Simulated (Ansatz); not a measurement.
The starting structures come from a database of crystals and need not be the phases stable at ambient conditions.

Crystal: BaPb$_{2}$IF$_{5}$ (P4/nmm, not sure to be the ambient phase, 18 atoms a cell, 20.4 Å³ an atom); planes in its conventional cell.

All values below come from r2SCAN (plane waves, PAW; Ansatz, an electronic-structure program).

No gap correction and no spin-orbit coupling; mid-gap values are interpolated between computed energies.

| plane | area of the cell (Å²) | mid-gap κ (1/Å) | largest κ in the gap (1/Å) |
|---|---|---|---|
| (001) | 36.8 | 0.34 | 0.35 |
| (100) | 60.5 | [?] | [?] |
| (101) | 70.8 | 0.34 | 0.35 |

Question: The slowest decay depends on the direction. Supply the withheld values.

Answer: 
- (100), mid-gap κ (1/Å): 0.30
- (100), largest κ in the gap (1/Å): 0.30
